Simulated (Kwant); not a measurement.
Model system: wire with a row of barriers in a ZnO two-dimensional gas. Effective mass 0.3 mₑ, grid spacing 3.3 nm, hard walls, nominal width 80 nm (25 grid rows, so walls 85.8 nm apart), one parabolic valley, scattering region 330 nm long along x; energies count from the band bottom; Fermi energy swept from 0.00015668 to 0.0018606 eV. 3 barrier(s) across the wire, height 0.0025 eV, thickness 6.6 nm (about 2 grid columns), spaced by 52.8 nm.

Constants are typed, rounded textbook-type inputs, not results; the design itself was drawn at random and stands for no fabricated device.

Model: effective-mass tight-binding model on a square grid, one spin, coherent transport at 0 K (Kwant). Conductance is in e²/h.

Question: How many channels do the leads carry at E = 1.05, 1.23, 1.74 meV?

Answer: The hard-wall thresholds are n² ħ²π²/(2mW²) = n² × 0.170 meV with W = 85.8 nm. √(1.05/0.170) = 2.48, so 2. √(1.23/0.170) = 2.69, so 2. √(1.74/0.170) = 3.20, so 3.
